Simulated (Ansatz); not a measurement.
Input for Mg-slab on MoS2 (a run towards one local minimum of the spacing) (MoS2 trigonal-prismatic (1H); facing atoms over hollows or bridges; layers strained to one cell):

Ansatz 0.2 input:
```yaml
crystal:
  lattice:
    - [3.153981838, 0.0, 0.0]
    - [-1.576990919, 2.731428395, 0.0]
    - [0.0, 0.0, 31.7]
  atoms:
    - { symbol: S, position: [0.666666667, 0.333333333, 0.297858699] }
    - { symbol: Mo, position: [0.333333333, 0.666666667, 0.346958063] }
    - { symbol: S, position: [0.666666667, 0.333333333, 0.39924423] }
    - { symbol: Mg, position: [0.0, 0.0, 0.465303665] }
    - { symbol: Mg, position: [0.333333333, 0.666666667, 0.543248953] }
    - { symbol: Mg, position: [0.0, 0.0, 0.62251883] }
    - { symbol: Mg, position: [0.333333333, 0.666666667, 0.704047261] }
  symmetry: { detect: true }
basis:
  ecutwfc: 500
  ecutrho_ratio: 4
  xc_grid: 4
kpoints:
  mp_grid: { grid: [15, 15, 1] }
hamiltonian:
  xc: r2scan
  dispersion: none
  pseudopotentials: { kind: paw }
scf:
  n_extra_bands: 17
  occupations: { method: fermi_dirac, width: 0.05 }
  convergence: { dr2_threshold: 0.000000001 }
output:
  eigenvalues: true
efield:
  axis: 3
  dipole_correction: true
```

Computed with r2SCAN (plane waves to 500 eV, PAW; Ansatz, a first-principles code). Spin–orbit coupling is left out; the runs are not spin-polarised. Its k-point mesh 15×15×1, Fermi–Dirac width 0.05 eV. A dipole correction is on.

Write the closing report of this run, without the band table and long remarks, to eight decimals at most.


```
SCF converged after 15 iterations
an eigenvalue changed by more than its tolerance at an iteration that met the thresholds in force, so the SCF went on 2 times, its first undamped step at …
Free energy (F): -14487.198359 eV
Harris-Foulkes:  -14487.198359 eV  (|F-HF|=4.97e-10)
Internal energy: -14487.173029 eV  (E = F + TS)
E sigma→0 (E₀):  -14487.185694 eV
Entropy (-TS):   -0.025329 eV (-3.618 meV/atom)
Fermi energy:    2.222895 eV
Dipole field:    D = 0.032896 V/Å  (p = 0.049646 e·Å, saw-weighted, corrected)
Work function:   Φ+ = 3.7370 eV   Φ− = 4.7798 eV
Levels:          The Fermi level and band energies are counted from a zero that moves with the ramp; work functions are not
--- Per-component energies (eV) ---
  E_band       = -2047.322165
  E_kinetic    = 954.986993
  E_local      = -75187.313547  (includes V_loc(G=0)·N_el)
  E_nonlocal   = 582.730449
  E_hartree    = 36247.056561
  E_xc         = -469.117708
  E_vxc        = -600.791826  (∫ρ·V_xc dr)
  E_paw        = -5621.072539  (= ΣΔE_a)
  E_vpaw       = -327.714339  (= ΣTr[D̂ρ^β])
  E_aug_tail   = 0.000003  (compensation charges beyond the density's cutoff)
  E_vtau       = 35.962049  (kinetic-family band-sum trace: ∫τ·v_τ [+ j·A + Jᵃ·Aᵃ] dr)
  E_efield     = 0.000817  (sawtooth field / dipole correction)
  E_vefield    = 0.702058  (∫n·V_field dr)
  E_ewald      = 29006.101513
  E_core_change = -0.545570  (= ΣΔE_core)
  E_smearing   = -0.025329  (= −TS)
  E_closure    = 0.000000  (closes the sum)
  Σ components = -14487.198359   (vs F -14487.198359, Δ=0.00e0)
```

Cost: very roughly 50 core-seconds.
